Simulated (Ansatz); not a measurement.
TaSi (model structure, started from the CoSn type, P6/mmm, No. 191, 6 atoms in the cell): properties by level of theory

```tsv
level (code)	lattice constant a (Å)	c axis length (Å)
PBE (Ansatz)	5.577	4.269
PBEsol (Ansatz)	5.520	4.243
PBE-D3(BJ) (Ansatz)	5.532	4.223
```

Ansatz's density-functional and Hartree–Fock values are scalar-relativistic unless marked +SOC, with PAW data made under PBE.

A model structure was made by putting elements into a prototype or built by hand; it is no filed structure, need not be a known phase, and can be a saddle point held by its symmetry.

Ansatz is a first-principles code.
